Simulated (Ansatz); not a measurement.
The parent structure is W3N4 (space group Pm-3m, No. 221).

```yaml
crystal:
  lattice:
    - [4.21545, 0.00000, 0.00000]
    - [0.00000, 4.21545, 0.00000]
    - [0.00000, 0.00000, 4.21545]
  atoms:
    - { symbol: N, position: [0.50000, 0.50000, 0.50000] }
    - { symbol: N, position: [0.50000, 0.00000, 0.00000] }
    - { symbol: N, position: [0.00000, 0.50000, 0.00000] }
    - { symbol: N, position: [0.00000, 0.00000, 0.50000] }
    - { symbol: W, position: [0.50000, 0.50000, 0.00000] }
    - { symbol: W, position: [0.00000, 0.50000, 0.50000] }
    - { symbol: W, position: [0.50000, 0.00000, 0.50000] }
```

Cartesian axes are those of the cell as printed.

Computed with Ansatz (a quantum-chemistry and plane-wave program), PBE, PAW, cutoff 420 eV, without spin-orbit coupling.

For the base:

| Quantity | Value |
|---|---|
| Pressure | 0.0 GPa |
| Shortest interatomic distance | 2.108 Å |
| Band gap | zero |

The change: uniaxial strain ε_yy = +1.76 %, all other strain components held at zero; the atoms relax in the strained cell.

Problem. How does this affect the energy relative to the base?

Solution. The energy rises by 7.4 meV/atom.

Problem. How does this affect the pressure?

Solution. The pressure (mean of the normal stresses, compression positive) goes from zero to -5.6 GPa.

Problem. How does this affect the shortest interatomic distance?

Solution. The shortest interatomic distance stays 2.108 Å.

Problem. How does this affect the band gap?

Solution. The band gap stays zero.

Without a gap, meshes like the base's 11×11×11 leave anisotropic stresses uncertain by several tenths of a GPa, and small strain energies with them. Whether these cells are dynamically stable was not tested. All final runs are without spin polarisation.
